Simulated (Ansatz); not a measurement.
The starting structures come from a database of crystals and need not be the phases stable at ambient conditions.

By LDA and PBEsol, the system below comes out a metal.

Here is the system:

```
NbN
1.0
    2.95168     0.00000     0.00000
   -1.47584     2.55623     0.00000
    0.00000     0.00000     5.89819
Nb N
2 2
Direct
  0.00000   0.00000   0.50000
  0.00000   0.00000   0.00000
  0.66667   0.33333   0.25000
  0.33333   0.66667   0.75000
```

Space group of this cell: P6_3/mmc, NiAs type. The cell is taken as given; by PBEsol its mean pressure is -13.8 GPa.

The current runs along the normal of the first two printed vectors, the (001) plane. All runs by Ansatz (an electronic-structure program), plane waves and PAW, without spin-orbit coupling; the base is PBEsol.

```tsv
run	mean pressure (GPa)	G/A, both spins (10¹⁵ S/m²)
base	-13.8	0.45
all lengths scaled by 0.98	5.2	…
all lengths scaled by 1.02	-27.8	0.41
lda in place of pbesol	-19.1	0.44
lengths across the current scaled by 1.02, ions clamped	-22.8	…
lengths along the current scaled by 0.97, ions clamped	-3.4	…
```

**Question.** Complete the blanks.

**Answer.** 
- all lengths scaled by 0.98, G/A, both spins (10¹⁵ S/m²): 0.47
- lengths across the current scaled by 1.02, ions clamped, G/A, both spins (10¹⁵ S/m²): 0.48
- lengths along the current scaled by 0.97, ions clamped, G/A, both spins (10¹⁵ S/m²): 0.54
